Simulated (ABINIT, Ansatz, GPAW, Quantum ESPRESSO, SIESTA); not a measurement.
**Mo3Si (Pm-3n, 8 atoms in the cell) computed with different codes at matched settings**

Self-consistent single point.

```xyz
8
Lattice="4.9389 0.0000 0.0000 0.0000 4.9389 0.0000 0.0000 0.0000 4.9389" Properties=species:S:1:pos:R:3 pbc="T T T"
Si     2.4695     2.4695     2.4695
Si     0.0000     0.0000     0.0000
Mo     1.2347     0.0000     2.4695
Mo     2.4695     1.2347     0.0000
Mo     2.4695     3.7042     0.0000
Mo     3.7042     0.0000     2.4695
Mo     0.0000     2.4695     3.7042
Mo     0.0000     2.4695     1.2347
```

Shared settings, as Ansatz (an electronic-structure program) writes them: kpoints.mp_grid.grid = 5 5 5; scf.occupations.method = gaussian; scf.occupations.width = 0.0147 Ry. Potentials and cutoffs stand in the table.

```csv
code,model,pressure (GPa),cutoff
SIESTA,"GGA PBEsol, numerical atomic orbitals TZP, PseudoDojo PBEsol standard norm-conserving potentials (rewritten from UPF to PSML)",-11.13,grid 300 Ry
GPAW,"PBEsol, GPAW PAW datasets PBEsol (made by gpaw-setup)",-11.97,600 eV
ABINIT,"PBEsol, norm-conserving pseudopotentials (PseudoDojo nc-sr-04 PBEsol standard)",-11.72,1088 eV
Ansatz,"PBEsol, PAW files made with PBE",-11.91,30.9 Ry
Quantum ESPRESSO,"PBEsol, GBRV 1.5 ultrasoft (PBESOL) pseudopotentials",-12.37,40 Ry
```

On Ansatz's run: spin polarisation is off.

The spread over the programs that give each value: pressure within 1.24 GPa.

SIESTA uses small atom-centred bases, whose incompleteness enters pressures, forces and empty levels differently from a plane-wave cutoff. Ansatz's pressure is given at a fixed set of plane waves, as the other plane-wave codes print theirs.

The starting cell has typed, rounded lattice constants, without a prior relaxation at this level. Its lattice was rescaled by a random factor within 2.5 % of one.

Left out of this page: Elk (not drawn, or without a comparable value).

Keys are those of Ansatz 0.2.
